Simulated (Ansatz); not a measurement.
Start from Li$_{2}$O in the anti-fluorite structure (space group Fm-3m, No. 225; a = 4.573 Å). Axes: x, y, z lie along the cube axes.

Level of theory: Ansatz (a first-principles code), r2SCAN, PAW, cutoff 500 eV, spin-orbit coupling left out.

Before the change:

The band gap comes out as 5.77 eV.

Now apply this change: a free-standing slab of 4 layers (12 atoms, 3 a layer) is cut normal to [111], with 15 Å of vacuum and the in-plane cell held at bulk.

Q: Estimate the effect on the band gap.

A: The band gap falls by 2.323 eV to 3.44 eV.

Q: How does this affect the gap character?

A: The gap character amounts to direct at Γ.

Q: What does the calculation give for the excess energy per area of both faces after the change?

A: The excess energy per area of both faces (slab less bulk energy over the cell's area: twice a surface energy) comes out as 1.31 J/m².

Q: What happens to the change of the spacing d12 from its bulk value of 0.660 Å?

A: The change of the spacing d12 from its bulk value of 0.660 Å is -5.7 %.

Slab and bulk use different k-meshes, which limits the precision of the excess energy. Stability against distortions was not tested. k-point labels follow each cell's own Brillouin zone.
